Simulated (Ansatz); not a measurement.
Base system: Se (space group P3_121, No. 152; a = 4.5066 Å, c = 4.9888 Å; made of chains). Axes: x lies along a and z along c of the hexagonal cell.

Computed with Ansatz (an electronic-structure program), r2SCAN, PAW, cutoff 500 eV, no SOC, earlier PAW set.

For the base:

- Band gap: 1.33 eV

Perturbation: tensor shear ε_xz = −1.94 % (engineering shear γ = -0.0388); the atoms relax in the strained cell.

Task: Estimate the effect on the energy relative to the base, largest internal atomic displacement, stress and band gap.

Result: The energy goes up by 1.9 meV/atom; the largest internal atomic displacement amounts to 0.031 Å; the stress (xx, yy, zz, yz, xz, xy; compression positive) amounts to (0.08, 0.03, 0.03, 0.02, 0.53, 0.19) GPa; the band gap goes up by 0.06 eV (1.33 eV → 1.39 eV).

Stability against distortions was not tested. No dispersion term is included, though the crystal is made of layers, chains or molecules, so its spacings can come out too wide.
